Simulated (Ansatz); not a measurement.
# A computed series for HfO2: pressure series

Base system: HfO2 in the fluorite structure (space group Fm-3m, No. 225; a = 5.058 Å).

Cell and atoms are relaxed at each pressure.

Computed with plane-wave PAW DFT at the r2SCAN level (Ansatz, a program for electronic structure, 500 eV), no spin-orbit coupling.

Candidates:
(a) pressure 100 GPa
(b) pressure 15 GPa
(c) pressure −1 GPa
(d) pressure 75 GPa
(e) pressure 30 GPa

Base values:

The band gap comes out as 4.30 eV.

**Question.** Order them by band gap, highest first.

**Answer.** (a) pressure 100 GPa (4.84 eV), (d) pressure 75 GPa (4.78 eV), (e) pressure 30 GPa (4.54 eV), (b) pressure 15 GPa (4.43 eV), (c) pressure −1 GPa (4.29 eV)

With Hf present, leaving out spin-orbit coupling can change the band edges. Load acts through the strain it causes; cell and atoms are relaxed under it. Stability against distortions was not tested. Competing high-pressure phases were not computed. This is not the structure that HfO2 has at room temperature and ambient pressure.
